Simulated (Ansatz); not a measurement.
## Defect calculation: O on the N site in zinc-blende BN

Level of theory: HSE06, PAW (plane waves to 420 eV; Ansatz, a first-principles code). The supercell holds 64 host sites (2×2×2 repeats of a cell of 8 atoms), with a 2×2×2 shifted k-point sampling for the final energies. Atoms were relaxed at one k-point and, where forces on the final mesh passed 0.1 eV/Å, further on that mesh. Lattice scaled to a tabulated measured volume, 5.91 Å³ a site. Site at the start: the N site. Energies of charged states are corrected for periodic images (point charge plus alignment at distant sites). Dielectric constants: PBE linear response of the host, to which the point-charge and alignment terms were carried over from the constants of the runs by an Ewald sum. Host gap at this level: 5.79 eV. A cell of this size leaves errors of a few tenths of an eV. Spin–orbit coupling is left out. Each state is the lowest found from its start.

Charges with a result: +1, 0, −1. Others weren't obtained, and one of them could lie lower, also by skipping a charge.

```csv
charge,moment (μB),largest move off a lattice site (Å),image correction with alignment (eV)
+1,not spin-polarised,0.08,0.35
0*,1.0,0.10,–
−1*,not spin-polarised,0.13,–
```

* At this level the carrier isn't localised at the defect: at charge 0 electrons occupy the conduction band; at charge −1 electrons occupy the conduction band. Such a state is shallow or no state of the defect, and this cell gives it no level.

Flagged in the runs: a doubtful potential alignment, a strain field that reaches the edge of the cell.
